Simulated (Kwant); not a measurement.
Kwant, Hückel tight-binding model, one pz orbital an atom, one spin, coherent transport at 0 K. Conductance is in e²/h.

Device: π system c1ccc2c(c1)sc1ccccc12 between two chain leads. The π system is taken as planar. Atoms are numbered from 0 in the order of the SMILES. Site energies (eV, carbon 0): [0.0, 0.0, 0.0, 0.0, 0.0, 0.0, -2.97, 0.0, 0.0, 0.0, 0.0, 0.0, 0.0]. Bonds (i, j, β in eV): (0,1,-2.7) (1,2,-2.7) (2,3,-2.7) (3,4,-2.7) (4,5,-2.7) (4,6,-1.89) (6,7,-1.89) (7,8,-2.7) (8,9,-2.7) (9,10,-2.7) (10,11,-2.7) (11,12,-2.7) (5,0,-2.7) (12,7,-2.7) (12,3,-2.7). Leads: chains of hopping −4.1 eV, joined by −0.54 eV to atoms 1 and 5.

Site energies and bond integrals are typed Hückel values.

Sweep values stay those of the base run.

One input was changed, with this effect: transmission at E = 0 2.3e-5 → 0.00014.

Problem. Which change was it?
(A) contacts moved from atoms [1, 5] to [5, 8]
(B) contacts moved from atoms [1, 5] to [0, 8]
(C) contacts moved from atoms [1, 5] to [0, 5]
(D) contacts moved from atoms [1, 5] to [1, 11]
(E) contacts moved from atoms [1, 5] to [0, 10]
(F) contacts moved from atoms [1, 5] to [2, 11]

Solution. F, contacts moved from atoms [1, 5] to [2, 11]
